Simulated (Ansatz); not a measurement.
The reference is HfSi2 (space group Cmcm, No. 63; a = 3.6503 Å, b = 14.3497 Å, c = 3.6352 Å).

Now apply this change: a hydrostatic pressure of 7 GPa.

Levels (all Ansatz, a first-principles code, PAW): PBEsol (420 eV, no spin-orbit coupling); PBEsol+SOC (420 eV, spin-orbit coupling included).

The geometry is relaxed with PBEsol.

```
Quantity           Value
---------------  -------
PBEsol pressure  7.0 GPa
```

With PBEsol+SOC at the same geometry, the pressure falls by 0.3 GPa to 6.7 GPa.

Single points use the geometry relaxed with PBEsol. Differences between runs with and without spin-orbit coupling are approximate. Load acts through the strain it causes; cell and atoms are relaxed under it. No phonon test of stability was made. No other phases were tried under pressure. The runs without spin-orbit coupling are not spin-polarised.
